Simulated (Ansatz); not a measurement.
**How the smallest direct gap on the k points sampled of Li3OCl (Pm-3m, No. 221; start mp-985585) moves with the method**

No measured value is used here.

Problem. Put these levels in order of the smallest direct gap on the k points sampled that they give for Li3OCl (Pm-3m, No. 221; start mp-985585), smallest first: HSE06 (Ansatz, an electronic-structure program), PBE0 (Ansatz), PBEsol (Ansatz), r²SCAN0 (Ansatz).

Solution. PBEsol (4.75 eV), HSE06 (6.44 eV), PBE0 (7.17 eV), r²SCAN0 (7.63 eV)

Computed values are for a static lattice.  Values are at the PBEsol cell. Cutoffs and k meshes differ between the levels. Ansatz's density-functional and Hartree–Fock values are scalar-relativistic unless marked +SOC, with PAW data made under PBE.

A start named mp-… is a Materials Project structure, which can be a computed phase never made.
